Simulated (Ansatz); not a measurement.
For Al2Cu (I4/mcm, No. 140), LDA (Ansatz, an electronic-structure program, plane waves, PAW) gives:

| Property | Value |
|---|---|
| equilibrium lattice constant a | 5.939 Å |
| c axis length | 4.776 Å |
| bulk modulus B0 | 115 GPa |

Question: What does r²SCAN+rVV10 in Ansatz (plane waves, PAW) give for the same quantities?

Answer: 
- lattice constant a: 5.986 Å (grows by 0.8 %)
- lattice parameter c: 4.793 Å (goes up by 0.4 %)
- bulk modulus: 116 GPa (is nearly the same)

Changes are worked out from the printed values.

Unless a cell is named, each level is at its own relaxed cell (LDA 14.04, r²SCAN+rVV10 14.31 Å³/atom).

Ansatz's density-functional and Hartree–Fock values are scalar-relativistic unless marked +SOC, with PAW data made under PBE.
